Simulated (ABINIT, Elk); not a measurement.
An Elk input for a self-consistent single point of NaBi (P4/mmm, 2 atoms in the cell) (DFT, PBEsol, all-electron FP-LAPW, Elk's shipped species files, APW+lo basis with extra local orbitals):

```
tasks
  0

xctype
  22

rgkmax
  7.5

gmaxvr
  16.0

nxlo
  2

lorbcnd
  .true.

lmaxi
  3

stype
  3

swidth
  0.00367493

avec
    6.3061974916    0.0000000000    0.0000000000
    0.0000000000    6.3061974916    0.0000000000
    0.0000000000    0.0000000000    9.0136100001

sppath
  'species/'

atoms
  2   : nspecies
  'Na.in'   : spfname
  1   : natoms; atposl, bfcmt below
  0.5000000000  0.5000000000  0.5000000000    0.0 0.0 0.0
  'Bi.in'   : spfname
  1   : natoms; atposl, bfcmt below
  0.0000000000  0.0000000000  0.0000000000    0.0 0.0 0.0

ngridk
  10 10 7
```

Give the ABINIT input for the same structure, mesh, smearing and functional.

One input that does it (others would too):

```
# NaBi, PseudoDojo nc-sr-04 PBEsol standard
pp_dirpath "./"
pseudos "Na.upf, Bi.upf"
acell 3*1.0
rprim
         6.3061974916    0.0000000000    0.0000000000
         0.0000000000    6.3061974916    0.0000000000
         0.0000000000    0.0000000000    9.0136100001
natom 2
ntypat 2
znucl 11 83
typat 1 2
xcart
         3.1530987458    3.1530987458    4.5068050000
         0.0000000000    0.0000000000    0.0000000000
ecut 44 Ha
occopt 3
tsmear 0.00367493
nband 17
kptopt 1
ngkpt 10 10 7
nshiftk 1
shiftk 0 0 0
nstep 60
tolvrs 1.0e-12
prtwf 0
prtden 0
prtvol 1
enunit 1
```

Basis settings and potentials, where a program has them, do not carry over. This input uses DFT, PBEsol, plane waves, norm-conserving pseudopotentials (PseudoDojo nc-sr-04 PBEsol standard).

The starting cell comes from a database of computed structures (which also holds hypothetical and non-ambient phases and stackings), without a prior relaxation at this level. For this run, on top of that: lattice scaled by 0.98.
